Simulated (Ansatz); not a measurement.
Rock-salt LaTe was calculated with r²SCAN (Ansatz, a program for electronic structure, plane waves, PAW).

A relaxed, unreconstructed slab of the (110) face has 16 atoms, two equal faces of 29.822 Å² each and an energy of -106102.5196 eV. A bulk cell of 4 atoms with the same orientation and in-plane k mesh has -26526.3387 eV. Energies are extrapolated to zero smearing.

Settings: plane-wave cutoff 500 eV, 8×10×1 k mesh (along the axes of the cell as run), Fermi–Dirac smearing 0.05 eV, scalar-relativistic PAW data made under PBE.

Worked out: γ = (E_slab − N E_bulk per atom)/2A = [-106102.5196 − 16 × (-26526.3387/4)]/(2 × 29.822) = 0.0475 eV/Å². With 16.022 J/m² per eV/Å² this is 0.76 J/m², or 1.42 eV per surface cell and face.
